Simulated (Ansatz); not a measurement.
# Ru, response to strain

Take Ru in the hcp (Mg type) structure (space group P6_3/mmc, No. 194; a = 2.705 Å, c = 4.260 Å) as the base. Axes: x lies along a and z along c of the hexagonal cell.

Strains are applied to the cell and any free atomic positions relax; under biaxial strain the out-of-plane vector relaxes too.

The values are results of r2SCAN/PAW in Ansatz (an electronic-structure program), no spin-orbit coupling, not measurements.

Notes on the quantities. pressure: mean of the normal stresses, compression positive.

```csv
change,pressure,volume per atom
base,0.0 GPa,13.49 Å³
"biaxial strain −2.04 %, plane normal [001], relaxed out of plane",10.8 GPa,(withheld)
"biaxial strain −0.89 %, plane normal [001], relaxed out of plane",4.4 GPa,13.32 Å³
"biaxial strain +3.27 %, plane normal [001], relaxed out of plane",-12.5 GPa,14.13 Å³
isotropic strain +5.49 %,(withheld),15.84 Å³
uniaxial strain ε_xx = −0.66 %,2.2 GPa,13.40 Å³
uniaxial strain ε_zz = +0.41 %,-1.4 GPa,13.55 Å³
uniaxial strain ε_zz = +2.71 %,(withheld),13.86 Å³
uniaxial strain ε_zz = +4.58 %,-13.5 GPa,14.11 Å³
tensor shear ε_xy = −2.88 %,(withheld),13.48 Å³
```

Problem. Some entries are withheld; estimate them.

Solution. 
- biaxial strain −2.04 %, plane normal [001], relaxed out of plane, volume per atom: 13.09 Å³
- isotropic strain +5.49 %, pressure: -36.6 GPa
- uniaxial strain ε_zz = +2.71 %, pressure: -8.6 GPa
- tensor shear ε_xy = −2.88 %, pressure: 1.0 GPa

Without a gap, meshes like the base's 20×20×11 leave anisotropic stresses uncertain by several tenths of a GPa, and small strain energies with them. Stability against distortions was not tested. All final runs are without spin polarisation.
